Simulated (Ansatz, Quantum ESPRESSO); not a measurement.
BW (I4_1/amd, 8 atoms in the cell) computed with different codes at matched settings

Self-consistent single point.

```xyz
8
Lattice="-1.5499 1.5499 8.3761 1.5499 -1.5499 8.3761 1.5499 1.5499 -8.3761" Properties=species:S:1:pos:R:3 pbc="T T T"
B      1.5499     0.0000     6.8066
B      0.0000     0.0000    10.9946
B      0.0000     0.0000     5.7575
B      1.5499     0.0000     1.5695
W      0.0000     1.5499     0.8899
W      0.0000     0.0000    13.4540
W      0.0000     0.0000     3.2982
W      0.0000     1.5499     7.4862
```

Shared settings, as Ansatz (a quantum-chemistry and plane-wave program) writes them: kpoints.mp_grid.grid = 7 7 7; scf.occupations.method = fermi_dirac; scf.occupations.width = 0.0073 Ry. Potentials and cutoffs stand in the table.

| code | model | pressure (GPa) | largest force (eV/Å) | cutoff |
|---|---|---|---|---|
| Quantum ESPRESSO | LDA (PZ), GBRV 1.5 ultrasoft (LDA) pseudopotentials | -0.93 | 0.029 | 40 Ry |
| Ansatz | LDA (PW92), PAW files made with PBE | 0.91 | 0.041 | default |

Size of the force on each atom (eV/Å): Sizes of forces hide their directions.

| code | B1 | B2 | B3 | B4 | W5 | W6 | W7 | W8 |
|---|---|---|---|---|---|---|---|---|
| Quantum ESPRESSO | 0.029 | 0.029 | 0.029 | 0.029 | 0.024 | 0.024 | 0.024 | 0.024 |
| Ansatz | 0.041 | 0.041 | 0.041 | 0.041 | 0.004 | 0.004 | 0.004 | 0.004 |

On Ansatz's run: spin-orbit coupling is off. Spin polarisation is off.

The spread over the programs that give each value: pressure within 1.84 GPa; largest force within 0.012 eV/Å.

Ansatz's pressure is given at a fixed set of plane waves, as the other plane-wave codes print theirs; with its correction for the finite basis it is 1.03 GPa. The same LDA comes in different parametrisations, which differ slightly.

The starting cell comes from a database of computed structures (which also holds hypothetical and non-ambient phases and stackings), without a prior relaxation at this level. Its lattice was rescaled by a random factor within 2.5 % of one.

Keys are those of Ansatz 0.2.
